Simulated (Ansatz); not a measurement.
**A constructed model of the (0001) surface of hcp Os, a pseudomorphic layer of Pt in the host's stacking (bottom of the slab: a bare face, its two planes held)**

Method: PBE (plane waves to 420 eV, PAW; Ansatz, a quantum-chemistry and plane-wave program).

Slab: 7 atoms, 13.3 Å thick at the start; k 16x16x1, smearing 0.1 eV, dipole-corrected; 2 atoms held, the rest relaxed; start symmetry kept, larger cells not searched; no spin, no spin-orbit, no U. It is one candidate, not shown to be the stable structure of the face.

```yaml
work_function_of_the_top_face: 5.40 eV
energy_released_by_relaxation: 0.14 eV
cost: around 2.5 core-minutes (rough)
```
